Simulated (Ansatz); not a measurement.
**CdF2 under a change: isotropic strain −1.50 %**

Start from CdF$_{2}$ in the fluorite structure (space group Fm-3m, No. 225; a = 5.384 Å).

The change: an isotropic linear strain of −1.50 %, atoms relaxed at fixed cell.

Computed with PBEsol (Ansatz, a first-principles code), no spin-orbit coupling. k-mesh 11×11×11 (Γ-centred); smearing 0.05 eV (Fermi–Dirac).

| quantity | base | changed | shift |
|---|---|---|---|
| volume per atom | 13.01 Å³ | 12.43 Å³ | -0.58 Å³ |
| space group | Fm-3m (No. 225) | Fm-3m (No. 225) | – |
| shortest interatomic distance | 2.331 Å | 2.296 Å | -0.035 Å |
| energy relative to the base (free energy F) | 0 meV/atom | +9.4 meV/atom | +9.4 meV/atom |
| pressure | 0.00 GPa | 5.47 GPa | +5.47 GPa |
| band gap | 2.94 eV | 3.10 eV | +0.16 eV |
| gap character | indirect, W → Γ | indirect, W → Γ | – |
| smallest direct gap | 3.43 eV | 3.52 eV | +0.09 eV |
| mean gap deformation potential ΔEg/Δln V | – | -3.5 eV | – |
| electron mass | 0.37 mₑ (at Γ) | 0.37 mₑ (at Γ) | – |

Effective masses come from finite differences of ±0.01 Å⁻¹. Whether these cells are dynamically stable was not tested.
